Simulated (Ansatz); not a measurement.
The reference is BP in the zinc blende structure (space group F-43m, No. 216; a = 4.537 Å). Axes: x, y, z lie along the cube axes.

Level of theory: r2SCAN (Ansatz, a first-principles code, PAW, no spin-orbit coupling).

Strains are applied to the cell and any free atomic positions relax; under biaxial strain the out-of-plane vector relaxes too.

One change was made to it. Results:

| quantity | base | after |
|---|---|---|
| smallest direct gap | 3.60 eV | 3.26 eV |
| energy relative to the base (free energy F) | 0 meV/atom | +11 meV/atom |
| hole mass | – | 0.31 mₑ out of plane, 0.23 mₑ in plane (at Γ) |

### Question
What was done to the base?
(A) biaxial strain +1.00 %, plane normal [001], relaxed out of plane
(B) biaxial strain +2.00 %, plane normal [001], relaxed out of plane
(C) biaxial strain +1.50 %, plane normal [001], relaxed out of plane
(D) biaxial strain +0.50 %, plane normal [001], relaxed out of plane

### Answer
B, biaxial strain +2.00 %, plane normal [001], relaxed out of plane. For comparison, the energy relative to the base in the other runs: biaxial strain +1.50 %, plane normal [001], relaxed out of plane gives +6.4 meV/atom; biaxial strain +1.00 %, plane normal [001], relaxed out of plane gives +2.9 meV/atom; biaxial strain +0.50 %, plane normal [001], relaxed out of plane gives +0.7 meV/atom.

Effective masses come from finite differences of ±0.01 Å⁻¹. Stability against distortions was not tested.
